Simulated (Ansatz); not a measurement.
## Hypothetical Pm-3n Ge: response to strain

The reference is Ge (space group Pm-3n, No. 223; a = 5.417 Å; a hypothetical phase, not in the database extracts checked). Axes: x, y, z lie along the cube axes.

Strains are applied to the cell and any free atomic positions relax; under biaxial strain the out-of-plane vector relaxes too.

Levels (all Ansatz, a quantum-chemistry and plane-wave program, PAW): PBE (420 eV, scalar-relativistic without spin-orbit coupling); PBEsol (420 eV, no SOC).

The base cell above is that of PBE; each level relaxes its own structures.

Notes on the quantities. pressure: mean of the normal stresses, compression positive.

```json
[
 {"case": "biaxial strain +3.93 %, plane normal [001], relaxed out of plane", "pressure, PBE": "-2.2 GPa", "pressure, PBEsol": "-2.7 GPa"},
 {"case": "biaxial strain +4.29 %, plane normal [001], relaxed out of plane", "pressure, PBE": "-2.3 GPa", "pressure, PBEsol": "-2.8 GPa"},
 {"case": "isotropic strain −2.40 %", "pressure, PBE": "5.3 GPa", "pressure, PBEsol": "6.1 GPa"},
 {"case": "isotropic strain +1.02 %", "pressure, PBE": "-1.8 GPa", "pressure, PBEsol": "-2.0 GPa"},
 {"case": "uniaxial strain ε_yy = −1.06 %", "pressure, PBE": "0.7 GPa", "pressure, PBEsol": "0.8 GPa"},
 {"case": "uniaxial strain ε_yy = +2.02 %", "pressure, PBE": "-1.2 GPa", "pressure, PBEsol": "-1.4 GPa"},
 {"case": "uniaxial strain ε_zz = −3.45 %", "pressure, PBE": "2.4 GPa", "pressure, PBEsol": "2.8 GPa"}
]
```

The two levels differ by at most about 0.8 GPa. They put the cases in the same order.

Without a gap, meshes like the base's 9×9×9 leave anisotropic stresses uncertain by several tenths of a GPa, and small strain energies with them. Whether these cells are dynamically stable was not tested.
